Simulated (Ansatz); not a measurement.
Consider Ca in the fcc (Cu type) structure (space group Fm-3m, No. 225; a = 5.456 Å; relaxed with 0.1 eV smearing).

The values are results of PBEsol/PAW in Ansatz (a program for electronic structure), no spin-orbit coupling, not measurements.

Strains are applied to the cell and any free atomic positions relax.

One change was made to it. Results:

```csv
quantity,base,after
energy relative to the base (free energy F),0 meV/atom,+2.0 meV/atom
pressure,0.0 GPa,-0.5 GPa
band gap,zero,zero
```

Problem. What was done to the base?
A. isotropic strain −1.50 %
B. isotropic strain +1.00 %
C. isotropic strain +1.50 %

Solution. B, isotropic strain +1.00 %. For comparison, the energy relative to the base in the other runs: isotropic strain +1.50 % gives +4.4 meV/atom; isotropic strain −1.50 % gives +4.9 meV/atom.

Whether these cells are dynamically stable was not tested.
